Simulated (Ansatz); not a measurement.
The starting structures come from a database of crystals and need not be the phases stable at ambient conditions.

Input:

```yaml
crystal:
  lattice:
    - [6.50349, -0.00056, 0.01101]
    - [0.76632, 8.58635, 0.01391]
    - [-0.04932, -0.05732, 4.87121]
  atoms:
    - { symbol: Li, position: [0.00000, 0.50000, 0.50000] }
    - { symbol: In, position: [0.50000, 0.50000, 0.50000] }
    - { symbol: I, position: [0.19514, 0.84198, 0.51444] }
    - { symbol: I, position: [0.80486, 0.15802, 0.48556] }
    - { symbol: I, position: [0.71883, 0.76261, 0.00861] }
    - { symbol: I, position: [0.28117, 0.23739, 0.99139] }
    - { symbol: O, position: [0.37580, 0.92880, 0.74598] }
    - { symbol: O, position: [0.62420, 0.07120, 0.25402] }
    - { symbol: O, position: [0.95470, 0.89860, 0.70851] }
    - { symbol: O, position: [0.04530, 0.10140, 0.29149] }
    - { symbol: O, position: [0.50757, 0.69463, 0.22418] }
    - { symbol: O, position: [0.49243, 0.30537, 0.77582] }
    - { symbol: O, position: [0.93770, 0.69071, 0.21901] }
    - { symbol: O, position: [0.06230, 0.30929, 0.78099] }
    - { symbol: O, position: [0.22855, 0.63677, 0.64815] }
    - { symbol: O, position: [0.77145, 0.36323, 0.35185] }
    - { symbol: O, position: [0.73358, 0.60041, 0.75619] }
    - { symbol: O, position: [0.26642, 0.39959, 0.24381] }
```

Space group of this cell: P-1. The cell was relaxed by PBE-D3(BJ); by r2SCAN its mean pressure is -3.0 GPa.

Transport runs along the normal of the first two printed cell vectors.

The gap is the functional's own. No spin-orbit coupling. Mid-gap values are interpolated on the energy grid.

**Question.** Give the band gap and the smallest decay constant κ at mid-gap that Ansatz (a first-principles code) with r2SCAN yields.

**Answer.** Gap 3.66 eV on a 6×4×6 mesh; κ = 0.504 1/Å, at (0.000, 0.250) of the in-plane reciprocal vectors. At the zone centre, at the nearest computed energy, the slowest state has κ = 0.51 1/Å.
